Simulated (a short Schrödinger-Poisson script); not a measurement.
System: gated Al0.33Ga0.67N/GaN polarisation-induced gas, at 77 K.

```csv
layer,material,thickness (nm),Na (cm⁻³)
1,Al0.33Ga0.67N,30,-
2,GaN,6000,2e15
```

Constants are typed, rounded textbook-type inputs, not results; the design itself was drawn at random and stands for no fabricated device. Al0.33Ga0.67N: permittivity 9.3, conduction-band edge (eV) 0.462, gap (eV) 4.09, electron mass (mₑ) 0.24, Nv at 300 K (cm⁻³) 4.6e19. GaN: permittivity 9.5, conduction-band edge (eV) 0, gap (eV) 3.43, Nv at 300 K (cm⁻³) 4.6e19.

Channel valleys (confinement mass, in-plane density-of-states mass, number): Γ 0.2, 0.2, 1. At the gate the conduction-band edge of layer 1 lies 1.47 eV − eVg above the Fermi level of the channel; the field vanishes at the back. Sheet of polarisation charge: +1.6e13 e/cm² at 30 nm from the gate. The barrier under the gate holds no holes. Gaps are held at their typed values at every temperature. Mesh 0.08 nm at interfaces.

Solved with a short Schrödinger-Poisson script written for these runs: 1D Poisson equation in equilibrium, electrons quantum, Hartree (BenDaniel-Duke, 40 states a valley, the channel's in-plane mass for all, wave functions free to enter the barrier), parabolic valleys, classical holes, full ionisation, no traps, pinning or gate leakage.

Question: List the lowest subbands of each valley and their electrons at Vg = 0.5 V.

Answer: 
| valley | subband | energy from the Fermi level (meV) | electrons (cm⁻²) | share (%) |
|---|---|---|---|---|
| Γ | 0 | -151.8 | 1.27e13 | 89.8 |
| Γ | 1 | -16.6 | 1.43e12 | 10.1 |
| Γ | 2 | 23.6 | 1.56e10 | 0.1 |

All electrons: 1.41e13 cm⁻².
